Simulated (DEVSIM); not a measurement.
Device: TaN/SiO2/n-Ge capacitor, at 250 K.

| layer (left to right) | material | thickness (nm) | Nd (cm⁻³) |
|---|---|---|---|
| 1 | SiO2 | 1.10 | - |
| 2 | Ge | 5200 | 2.6e15 |

Metal gate on the left, work function 4.4 eV. Fixed charge at the semiconductor interface 2.2e12 cm⁻² (in units of +e); no interface traps.

Constants are typed, rounded textbook-type inputs, not results; the design itself was drawn at random and stands for no fabricated device. Values at 300 K; Nc and Nv go as T^1.5, mobilities as T to minus their exponent, the gap by Varshni's rule with the affinity fixed.

| parameter | SiO2 | Ge |
|---|---|---|
| gap (eV) | 9 | 0.664 |
| affinity (eV) | 0.9 | 4 |
| permittivity | 3.9 | 16 |
| Nc (cm⁻³) | - | 1.04e19 |
| Nv (cm⁻³) | - | 6e18 |
| Varshni α (eV/K) | - | 0.000477 |
| Varshni β (K) | - | 235 |

Simulated with DEVSIM: 1D Poisson equation in equilibrium, Boltzmann statistics, complete ionisation; no quantum confinement or tunnelling. Metal contacts follow the ideal Schottky-Mott rule: no Fermi-level pinning, no interface dipoles.

Question: Tabulate band edges, carrier densities and field at -0.1 V on the gate.

Answer: Energies count from the Fermi level of the right contact; mesh points crowd at the junctions.

```csv
x (μm),Ec (eV),Ev (eV),n (cm⁻³),p (cm⁻³),field (V/cm)
0.000,3.600,-5.400,< 1e2,< 1e2,-1100000
0.0005874,3.538,-5.463,< 1e2,< 1e2,-1100000
0.001224,0.384,-0.299,1.4e11,4.3e12,-11000
0.002647,0.383,-0.300,1.5e11,4.0e12,-11000
0.006932,0.378,-0.305,1.9e11,3.3e12,-10000
0.01468,0.370,-0.313,2.7e11,2.3e12,-10000
0.03100,0.354,-0.329,5.8e11,1.1e12,-9700
0.08015,0.310,-0.373,4.5e12,1.4e11,-8200
0.1690,0.248,-0.435,7.9e13,7.9e9,-5700
0.3443,0.188,-0.495,1.3e15,4.9e8,-1600
0.7257,0.173,-0.510,2.6e15,2.4e8,-24
1.939,0.173,-0.510,2.6e15,2.4e8,≈ 0
3.470,0.173,-0.510,2.6e15,2.4e8,≈ 0
4.380,0.173,-0.510,2.6e15,2.4e8,≈ 0
4.895,0.173,-0.510,2.6e15,2.4e8,≈ 0
5.051,0.173,-0.510,2.6e15,2.4e8,≈ 0
5.131,0.173,-0.510,2.6e15,2.4e8,≈ 0
5.167,0.173,-0.510,2.6e15,2.4e8,≈ 0
5.189,0.173,-0.510,2.6e15,2.4e8,≈ 0
5.196,0.173,-0.510,2.6e15,2.4e8,≈ 0
5.199,0.173,-0.510,2.6e15,2.4e8,≈ 0
5.201,0.173,-0.510,2.6e15,2.4e8,≈ 0
```
